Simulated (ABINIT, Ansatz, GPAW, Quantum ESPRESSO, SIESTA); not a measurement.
## Sc3Al (P6_3/mmc, 8 atoms in the cell) computed with different codes at matched settings

Self-consistent single point, at a second geometry (lattice scaled by 0.98). First geometry:

```
CELL_PARAMETERS angstrom
      6.24132     0.00000     0.00000
     -3.12066     5.40514     0.00000
      0.00000     0.00000     5.02281
ATOMIC_POSITIONS crystal
  Sc 0.82880 0.17120 0.75000
  Sc 0.17120 0.82880 0.25000
  Sc 0.65760 0.82880 0.25000
  Sc 0.34240 0.17120 0.75000
  Sc 0.82880 0.65760 0.75000
  Sc 0.17120 0.34240 0.25000
  Al 0.66667 0.33333 0.25000
  Al 0.33333 0.66667 0.75000
```
Moments meant for the start (each program seeds them in its own way; μB, in the order of the atoms Sc Sc Sc Sc Sc Sc Al Al): 1.0 1.0 1.0 1.0 1.0 1.0 0.0 0.0.

Shared settings, as Ansatz (an electronic-structure program) writes them: kpoints.mp_grid.grid = 3 3 3; scf.occupations.method = gaussian; scf.occupations.width = 0.2 eV. Potentials and cutoffs stand in the table.

```json
[
 {"code": "Quantum ESPRESSO", "model": "PBEsol, PseudoDojo standard norm-conserving (PBESOL) pseudopotentials", "ΔF from the first geometry (meV/atom)": "11.2", "pressure (GPa)": "3.74", "largest force (eV/Å)": "0.014", "cutoff": "80 Ry"},
 {"code": "GPAW", "model": "PBEsol, GPAW PAW datasets PBEsol (made by gpaw-setup)", "ΔF from the first geometry (meV/atom)": "11.8", "pressure (GPa)": "3.85", "largest force (eV/Å)": "0.004", "cutoff": "800 eV"},
 {"code": "ABINIT", "model": "PBEsol, PAW (JTH v2.0 PBE PAW, files made for PBE)", "ΔF from the first geometry (meV/atom)": "11.8", "pressure (GPa)": "3.84", "largest force (eV/Å)": "0.008", "cutoff": "60 Ry"},
 {"code": "Ansatz", "model": "PBEsol, PAW files made with PBE", "ΔF from the first geometry (meV/atom)": "11.3", "pressure (GPa)": "3.77", "largest force (eV/Å)": "0.012", "cutoff": "420 eV"},
 {"code": "SIESTA", "model": "GGA PBEsol, numerical atomic orbitals DZP, PseudoDojo PBEsol standard norm-conserving potentials (rewritten from UPF to PSML)", "ΔF from the first geometry (meV/atom)": "6.3", "pressure (GPa)": "3.17", "largest force (eV/Å)": "0.027", "cutoff": "grid 300 Ry"}
]
```

On Ansatz's run: the starting moments vanished: the run ended non-magnetic. The program warned that a starting moment was not kept.

The spread over the programs that give each value: ΔF from the first geometry within 5.5 meV/atom; pressure within 0.68 GPa; largest force within 0.023 eV/Å.

SIESTA uses small atom-centred bases, whose incompleteness enters pressures, forces and empty levels differently from a plane-wave cutoff. Ansatz's pressure is given at a fixed set of plane waves, as the other plane-wave codes print theirs.

The shared mesh is coarse (it stands for a supercell whose shortest vector is 15 Å), so the values are not converged in it.

The starting cell comes from a database of computed structures (which also holds hypothetical and non-ambient phases and stackings), without a prior relaxation at this level. Its lattice was rescaled by a random factor within 2.5 % of one. For this run, on top of that: lattice scaled by 0.98.

Left out of this page: Elk (unsound by tests on forces, stress, charge or solver warnings); FLEUR (not drawn, or without a comparable value).

Keys are those of Ansatz 0.2.
